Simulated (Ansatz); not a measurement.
# Hypothetical P6_422 BP, pressure series

The parent structure is BP (space group P6_422, No. 181; a = 3.2597 Å, c = 6.9403 Å; a hypothetical phase, not in the database extracts checked).

Cell and atoms are relaxed at each pressure.

The values are results of Ansatz (an electronic-structure program), PBEsol, PAW, cutoff 420 eV, spin-orbit coupling left out, not measurements.

```tsv
P (GPa)	V (Å³/atom)
-1.99	10.764
-0.99	10.703
0.30	10.626
0.70	10.603
1.50	10.558
2.99	10.475
4.99	10.369
7.49	10.244
9.99	10.125
```

A third-order Birch–Murnaghan fit to these points gives V₀ = 10.64 Å³/atom, B₀ = 181 GPa and B₀′ = 3.9. At pressure 10 GPa the volume is 95.1 % of V₀.

A case with no gap was solved on a k-mesh chosen for an insulator, which is coarse for it. Load acts through the strain it causes; cell and atoms are relaxed under it. Whether these cells are dynamically stable was not tested. Competing high-pressure phases were not computed. The base started in P3_121 and relaxed to P6_422 at this level. All final runs are without spin polarisation.
